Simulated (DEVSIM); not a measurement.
System: Ti/HfO2/n-Si capacitor, at 300 K.

Layer 1 from the left is HfO2, thickness (nm) 3.70. Layer 2 from the left is Si, thickness (nm) 500, Nd (cm⁻³) 1.3e18.

Metal gate on the left, work function 4.33 eV. Fixed charge at the semiconductor interface 5.8e10 cm⁻² (in units of +e); no interface traps.

This is a model device: material constants are rounded textbook-type values typed into the input, and sizes, dopings and lifetimes were drawn at random. Values at 300 K.

HfO2: gap (eV) 5.7, affinity (eV) 2.5, permittivity 22. Si: gap (eV) 1.124, affinity (eV) 4.05, permittivity 11.7, Nc (cm⁻³) 2.86e19, Nv (cm⁻³) 3.1e19.

### Question
Estimate by hand the flat-band voltage, the threshold voltage, and compare with a numerical solution.

### Answer

- Flat-band voltage: C = 5.26 μF/cm², work-function difference 0.200 V; VFB = φms − qNf/C = 0.20 V; numerical 0.20 V.
- Threshold voltage: φF = 0.481 V, depletion charge √(4εqNφF) = 6.44e-7 C/cm²; VT = VFB − 2φF − Qd/C = -0.89 V; numerical -0.89 V.

DEVSIM, 1D Poisson equation in equilibrium, Boltzmann statistics, complete ionisation; no quantum confinement or tunnelling. Metal contacts follow the ideal Schottky-Mott rule: no Fermi-level pinning, no interface dipoles.
